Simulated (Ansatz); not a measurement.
Where the default PAW files enter, the runs use the earlier of Ansatz's two default sets.

Consider the following.

```
LiTaO3
1.0
    5.13396     0.00000     0.00000
    2.56698     4.83802     0.00000
    2.56698    -1.36200     4.23239
Li Ta O
2 2 6
Direct
  0.43356   0.84966   0.28322
  0.43356   0.34966   0.78322
  0.00109   0.99837   0.99946
  0.00109   0.49837   0.49946
  0.51896   0.70551   0.61431
  0.16122   0.70551   0.22447
  0.90880   0.70551   0.86673
  0.16122   0.20551   0.11431
  0.90880   0.20551   0.72447
  0.51896   0.20551   0.36673
```

Space group of this cell: R3c. The cell is taken as given; by PBEsol its mean pressure is -1.4 GPa.

The numbers are results of PBEsol (plane waves, PAW; Ansatz, an electronic-structure program), not measurements.

The current runs along the normal of the first two printed vectors; no spin-orbit coupling. Scaled by the factor s: both lengths across the current (ions clamped). Meshes 8×8×8 and 8×6 across the current in all rows.

```json
[
 {"s": "0.98", "mean pressure (GPa)": "8.6", "band gap (eV)": "?"},
 {"s": "1.00", "mean pressure (GPa)": "-1.4", "band gap (eV)": "3.84"},
 {"s": "1.02", "mean pressure (GPa)": "-9.6", "band gap (eV)": "3.64"}
]
```

### Question
Take the slope of the band gap against ln s from the two given rows, extrapolate to s = 0.98, and say what the run there gives.

### Answer
Slope = (3.64 − 3.84) / ln 1.02 = -10.1 eV. The line gives 3.84 + (-10.1) × ln 0.98 = 4.04 eV. The run gives 4.01 eV, 0.03 eV under the line, 17 % of the predicted step.
